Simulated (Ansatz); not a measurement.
## GaAs, pressure series

Base system: GaAs in the zinc blende structure (space group F-43m, No. 216; a = 5.6667 Å).

Cell and atoms are relaxed at each pressure.

Computed with r2SCAN/PAW in Ansatz (a first-principles code), without spin-orbit coupling.

For the base:

The band gap comes out as 0.96 eV.

### Question
The aim is a band gap between 0.69 eV and 0.77 eV. Which of these changes reaches it?
A) pressure 2.1 GPa
B) pressure 15 GPa
C) pressure −2 GPa

### Answer
C, pressure −2 GPa. It gives 0.73 eV; pressure 15 GPa gives 1.46 eV; pressure 2.1 GPa gives 1.18 eV. Changes not listed may reach it too

Load acts through the strain it causes; cell and atoms are relaxed under it. Whether these cells are dynamically stable was not tested. Tetrahedral semiconductors of this kind turn to denser phases somewhere between about 1 and 50 GPa; those were not computed, so compressed cells here can lie past the real transition.
